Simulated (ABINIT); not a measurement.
Band structure of Pb (Im-3m, 1 atom in the cell).

```yaml
crystal:
  lattice:
    - [-1.97966, 1.97966, 1.97966]
    - [1.97966, -1.97966, 1.97966]
    - [1.97966, 1.97966, -1.97966]
  atoms:
    - { symbol: Pb, position: [0.00000, 0.00000, 0.00000] }
```

Computed with PBEsol, norm-conserving pseudopotentials (PseudoDojo nc-sr-04 PBEsol standard) (plane waves; ABINIT 10.0.3).

Settings: pseudos = [Pb.upf]; ecut = 31 Ha; ixc = -116133; occopt = 3; tsmear = 0.1 eV; ngkpt = 15 15 15; nshiftk = 1; shiftk = 0 0 0; potentials = PseudoDojo nc-sr-04 PBEsol standard; kptopt = 1; nstep = 60; toldfe1 = 1e-09 Ha; ndtset = 2.

The starting cell comes from a database of computed structures (which also holds hypothetical and non-ambient phases and stackings), without a prior relaxation at this level. Spin-orbit coupling is off.

Levels in eV from the Fermi level, bands 4 to 11:
```tsv
point	4	5	6	7	8	9	10	11
Γ	-16.79	-16.79	-11.58	7.45	7.45	7.45	11.09	11.09
H	-16.69	-16.69	-5.24	-0.32	-0.32	-0.32	4.58	4.58
N	-16.80	-16.65	-7.85	-3.92	3.41	5.10	7.46	8.88
P	-16.80	-16.80	-7.17	-0.98	-0.98	-0.98	16.55	16.55
```

Bands cross the Fermi level along this path, so the cell is metallic at this level.
